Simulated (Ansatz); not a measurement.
**Response to strain in MgO**

Take MgO in the rock salt structure (space group Fm-3m, No. 225; a = 4.159 Å) as the base. Axes: x, y, z lie along the cube axes.

Strains are applied to the cell and any free atomic positions relax.

The values are results of LDA (Ansatz, a first-principles code), no spin-orbit coupling, not measurements.

Candidates:
(a) tensor shear ε_xy = +1.14 %
(b) tensor shear ε_xy = +2.00 %
(c) tensor shear ε_xy = +0.86 %
(d) tensor shear ε_xy = +0.29 %

Before the change:

```
Quantity    Value
--------  -------
Band gap  5.03 eV
```

Q: Order them by band gap, lowest first.

A: (b) tensor shear ε_xy = +2.00 % (4.86 eV), (a) tensor shear ε_xy = +1.14 % (4.94 eV), (c) tensor shear ε_xy = +0.86 % (4.96 eV), (d) tensor shear ε_xy = +0.29 % (5.01 eV)

No phonon test of stability was made.
